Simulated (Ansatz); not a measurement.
# A computed series for GaP: response to strain

Take GaP in the zinc blende structure (space group F-43m, No. 216; a = 5.451 Å) as the base. Axes: x, y, z lie along the cube axes.

Strains are applied to the cell and any free atomic positions relax.

All numbers come from r2SCAN (Ansatz, a program for electronic structure; PAW; 500 eV plane waves; no spin-orbit coupling).

Notes on the quantities. pressure: mean of the normal stresses, compression positive.

```csv
variant,electron mass,pressure,band gap,smallest direct gap,volume per atom
base,"1.1 mₑ along k, 0.23 mₑ across (off the special points)",0.00 GPa,1.85 eV,2.36 eV,20.25 Å³
uniaxial strain ε_zz = +0.50 %,"1.0 mₑ along k, 0.23 mₑ across (off the special points)",-0.43 GPa,1.83 eV,2.31 eV,20.35 Å³
uniaxial strain ε_zz = +1.00 %,"1.0 mₑ along k, 0.23 mₑ across (off the special points)",-0.85 GPa,1.81 eV,2.25 eV,20.45 Å³
uniaxial strain ε_zz = +1.50 %,"1.0 mₑ along k, 0.23 mₑ across (off the special points)",-1.27 GPa,1.80 eV,2.20 eV,20.55 Å³
uniaxial strain ε_zz = +2.00 %,"0.99 mₑ along k, 0.23 mₑ across (off the special points)",-1.67 GPa,1.78 eV,2.14 eV,20.65 Å³
uniaxial strain ε_zz = +2.50 %,"0.97 mₑ along k, 0.23 mₑ across (off the special points)",-2.06 GPa,1.76 eV,2.09 eV,20.76 Å³
uniaxial strain ε_zz = +3.00 %,"0.96 mₑ along k, 0.23 mₑ across (off the special points)",-2.44 GPa,1.75 eV,2.03 eV,20.86 Å³
```

Effective masses come from finite differences of ±0.01 Å⁻¹. Along k means along the line from Γ to the band edge. Whether these cells are dynamically stable was not tested. Labels are those of the standard path for the cell's own space group.
